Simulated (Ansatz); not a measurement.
Consider the formation energy of Cl_i in Mo (bcc, Im-3m). Reaction: 64 Mo (bcc) + 1/2 Cl2 (gas) → cell A.

Cell A: a supercell of 64 sites of Mo (bcc, Im-3m) with Cl off the lattice sites (6 Mo at 2.13–2.33 Å); spin state with PBE: run without spin, k-point mesh 4×4×4.
```xyz
65
Lattice="10.9503 0.0000 0.0000 -3.6501 10.3241 0.0000 -3.6501 -5.1620 8.9409" Properties=species:S:1:pos:R:3 pbc="T T T"
Mo     0.0008    -0.0030    -0.0051
Mo    -0.9125    -1.2997     2.2405
Mo     9.1234    -2.5797     4.4728
Mo    -2.7459    -3.8662     6.6958
Mo    -0.9125     2.5902    -0.0053
Mo    -1.8258     1.2935     2.2403
Mo     8.2210    -0.0054     4.4803
Mo    -3.6482    -1.2919     6.7033
Mo    -1.8270     5.1634     0.0024
Mo     8.2210     3.8827     2.2355
Mo     7.3055     2.5797     4.4681
Mo    -4.5626     1.2813     6.7110
Mo     8.2044     7.7318    -0.0003
Mo     7.3021     6.4512     2.2329
Mo     6.3877     5.1712     4.4651
Mo     5.4698     3.8729     6.7080
Mo     2.7154    -0.0078    -0.0136
Mo     1.8269    -1.3114     2.2216
Mo     0.9039    -2.5841     4.4651
Mo    -0.0203    -3.8572     6.7080
Mo     1.8269     2.5797    -0.0249
Mo     0.8942     1.2428     2.1526
Mo     0.0096    -0.0320     4.4442
Mo    -0.9203    -1.2845     6.6958
Mo     0.9039     5.1590    -0.0053
Mo     0.0096     3.8648     2.1944
Mo    -0.9872     2.5546     4.4247
Mo    -1.8584     1.2888     6.7320
Mo    -0.0203     7.7379     0.0136
Mo    -0.9203     6.4410     2.2355
Mo    -1.8584     5.1856     4.4821
Mo    -2.8336     3.8788     6.7183
Mo     5.4084     0.0472     0.0817
Mo     4.5626    -1.3141     2.2488
Mo     3.6531    -2.5856     4.4681
Mo     2.6987    -3.7834     6.7183
Mo     4.5626     2.6046    -0.0136
Mo     3.7168     1.2433     2.1535
Mo     2.7764    -0.0882     4.4579
Mo     1.8220    -1.2859     6.7080
Mo     3.6531     5.1623    -0.0051
Mo     2.7764     3.9047     2.1526
Mo     2.1436     2.3558     4.0803
Mo     0.9125     1.2113     6.7514
Mo     2.6987     7.7099     0.0826
Mo     1.8220     6.4523     2.2403
Mo     0.9125     5.2413     4.4247
Mo    -0.3186     4.0968     7.0958
Mo     8.2311     0.0477     0.0826
Mo     7.2983    -1.2892     2.2601
Mo     6.3955    -2.5871     4.4803
Mo     5.4656    -3.8395     6.7320
Mo     7.2983     2.6019     0.0136
Mo     6.4099     1.2984     2.2488
Mo     5.4955    -0.0143     4.4681
Mo     4.5713    -1.2874     6.7110
Mo     6.3955     5.1736    -0.0003
Mo     5.4955     3.8767     2.2216
Mo     4.6587     2.5738     4.4579
Mo     3.6835     1.2669     6.6940
Mo     5.4656     7.7498     0.0409
Mo     4.5713     6.4556     2.2405
Mo     3.6835     5.1637     4.4442
Mo     2.8123     3.8979     6.7514
Cl     0.9125     3.2263     5.5881
```

Reference: Mo (bcc, Im-3m), 64 atoms in the cell, the relaxed perfect crystal repeated, atoms not moved again; spin state with PBE: run without spin, k-point mesh 4×4×4 on the run's own vectors.

Reference: an isolated Cl2 molecule (singlet) in a box of 11 × 11 × 14 Å.

Computed with Ansatz (plane waves, PAW), its default PAW set, cutoff 420 eV. The structures are at rest with PBE, within the held lattices. Neutral cells; Fermi-Dirac smearing of at most 0.10 eV in the solids, energies taken to zero width. Larger cells are relaxed from a start prepared with the learned potential CHGNet, on a coarser mesh till forces fall under 0.03 eV/Å, which some starts already meet. A dispersion term (D3(BJ), or D4 for r2SCAN) was computed beside these levels and is taken off wherever the name lacks it. Nuclei at rest; no vibrational terms. Cells are local rest points, mostly with their start's symmetry. No Hubbard U is applied. Values are for these cell sizes. Mesh and cell size may move defect energies by 0.1 eV or more. Cell A has symmetry I4/mmm within 0.02 Å and got no random move, so less symmetric positions, which may lie lower, weren't tried.

What is the computed value (PBE)?

6.29 eV, for 64 Mo (bcc) + 1/2 Cl2 (gas) → cell A.

Ansatz is a quantum-chemistry and plane-wave program.
